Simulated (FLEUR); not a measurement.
A self-consistent single point of FeAs2 (P1, 6 atoms in the cell) with FLEUR.

Computed with FLEUR with LDA (Perdew-Zunger), all-electron FLAPW (FLEUR), scalar-relativistic valence.

The change in words: lattice scaled by 0.98. Reference geometry:
```
FeAs2
1.0
    5.24610     0.00000     0.00000
    0.00000     5.96022     0.00000
    0.00000     0.00000     2.87388
Fe As
2 4
Cartesian
  0.02512  -0.02858   0.00820
  2.53914   2.97856   1.42902
  0.97712   2.16249  -0.04726
  4.33769   3.81380   0.01180
  3.53804   0.87197   1.41776
  1.69814   5.10229   1.49130
```

Reference input (self-consistent single point, DFT, LDA (Perdew-Zunger), all-electron FLAPW (FLEUR), scalar-relativistic valence): Kmax = 4.1 1/bohr; GmaxXC = 16.4 1/bohr; xcFunctional = pz; jspins = 1; l_soc = F; mode = hist; fermiSmearingEnergy = 0.00036749 Htr; mesh (inpgen div1-3) = 3 3 5; inpgen gamma flag = false; Gmax = 16.4 1/bohr; numbands = 0; maxIterBroyd = 15. This run's input differs from it in these lines:

```diff
@@ -3,5 +3,5 @@
 &input film=f /
-5.2461000000 0.0000000000 0.0000000000
-0.0000000000 5.9602200000 0.0000000000
-0.0000000000 0.0000000000 2.8738800000
+5.1411780000 0.0000000000 0.0000000000
+0.0000000000 5.8410160000 0.0000000000
+0.0000000000 0.0000000000 2.8164020000
 1.8897261246
@@ -48,5 +48,5 @@
          <bravaisMatrix>
-            <row-1>    9.9136922222640607     0.0000000000000000     0.0000000000000000</row-1>
-            <row-2>    0.0000000000000000    11.2631834423634114     0.0000000000000000</row-2>
-            <row-3>    0.0000000000000000     0.0000000000000000     5.4308461149654477</row-3>
+            <row-1>    9.7154183778187786     0.0000000000000000     0.0000000000000000</row-1>
+            <row-2>    0.0000000000000000    11.0379205294065930     0.0000000000000000</row-2>
+            <row-3>    0.0000000000000000     0.0000000000000000     5.3222284367756894</row-3>
          </bravaisMatrix>
```

Log, with long lists cut:

```
 Iteration:     1   Distance:      26.24221586 me/bohr^3
 Iteration:     2   Distance:      15.00481741 me/bohr^3
 Iteration:     3   Distance:      13.48060104 me/bohr^3
 Iteration:     4   Distance:      11.98626389 me/bohr^3
 Iteration:     5   Distance:       5.49320121 me/bohr^3
   [... 16 lines left out ...]
 Iteration:    22   Distance:       0.00016447 me/bohr^3
 Iteration:    23   Distance:       0.00010711 me/bohr^3
 Iteration:    24   Distance:       0.00002838 me/bohr^3
 Iteration:    25   Distance:       0.00000909 me/bohr^3
 Reset of history
 Run finished successfully
 Stop message:
   Structural relaxation: new displacements generated

[file out, last iteration]
             iter=     26
[...]
          total density-effective poten   -1.8457238220E+04
          total charge density-energy d   -4.3088602890E+02
 Updated energy parameters for spin:           1
[...]
 fermi energy and band-weighting factors:
   [... 6 lines left out ...]

[...]
FERMIE:
          first approx. to ef    (T=0)  :   0.404350 htr   (energy of the highest occ. eigenvalue)
          number of occ. states  (T=0)  :       1058
          first approx. to seigv (T=0)  : -56.132820 htr
          sum of weights of occ. states :  46.000000
          sum of semicore charge        :   0.000000 e
FERHIS:  Fermi-Energy by histogram:
          bandgap                     :   0.014670 htr
   [... lines left out ...]
          charge neutrality (T=0)     :   0.000000    (zero if the highest occ. eigenvalue is "entirely" occupied)
 Direct bandgap for spin            1 :    2.4016663407490924E-002  Htr
 ---->    free energy=                    -11573.4815896135 htr
   [... lines left out ...]
 TOTAL FORCE FOR ATOM TYPE=  4  X= -1.682   Y= -3.975   Z=  0.022
                       FX_TOT=-0.011756 FY_TOT=-0.002604 FZ_TOT=-0.001066
 TOTAL FORCE FOR ATOM TYPE=  5  X= -3.163   Y=  1.615   Z=  2.626
                       FX_TOT= 0.011104 FY_TOT=-0.014384 FZ_TOT= 0.001954
 TOTAL FORCE FOR ATOM TYPE=  6  X=  3.145   Y= -1.589   Z= -2.560
                       FX_TOT=-0.004920 FY_TOT= 0.010921 FZ_TOT=-0.005896
```

The run converged in 25 iterations. FLEUR gives forces in its relaxation mode, with a further iteration, so its stop message speaks of a relaxation. Against the reference run the free energy falls by 3.1 meV/atom, the largest force goes from 1.704 to 2.112 eV/Å and the gap on the mesh goes from 0.345 to 0.399 eV.

The starting cell comes from a database of computed structures (which also holds hypothetical and non-ambient phases and stackings), without a prior relaxation at this level. Its atoms were displaced at random from the sites of space group no. 58. For this run, on top of that: lattice scaled by 0.98. Values depend on the basis (sphere radii, cutoffs, local orbitals), which need not be converged. Forces in this geometry exceed 1 eV/Å.

Cost on one core of a shared machine: roughly 8 min.
